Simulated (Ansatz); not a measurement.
Consider WC (space group P-6m2, No. 187; a = 2.9226 Å, c = 2.8464 Å; relaxed with 0.1 eV smearing). Axes: x lies along a and z along c of the hexagonal cell.

(Cell as relaxed with PBE.)

Levels (all Ansatz, a first-principles code, PAW, earlier PAW set): PBE (420 eV, spin-orbit coupling left out); r2SCAN (500 eV, scalar-relativistic without spin-orbit coupling).

Each level relaxes its own structure.

```
base                      PBE    r2SCAN
-------------------  --------  --------
volume per atom      10.53 Å³  10.42 Å³
lattice parameter a   2.923 Å   2.913 Å
band gap                 zero      zero
```

Modification: biaxial strain +2.36 %, plane normal [001], relaxed out of plane (Cartesian); in-plane vectors clamped, the third vector and the atoms free.

| quantity | PBE | r2SCAN |
|---|---|---|
| volume per atom | 10.94 Å³ | 10.83 Å³ |
| mean in-plane stress (compression positive) | -18.4 GPa | -19.5 GPa |

PBE's volume per atom lies 0.11 Å³ above r2SCAN's (1.0 %); PBE's in-plane stress lies 1.1 GPa above r2SCAN's. Neither level is exact; r2SCAN is the comparison here, not a measurement.

No phonon test of stability was made. The final runs are not spin-polarised.
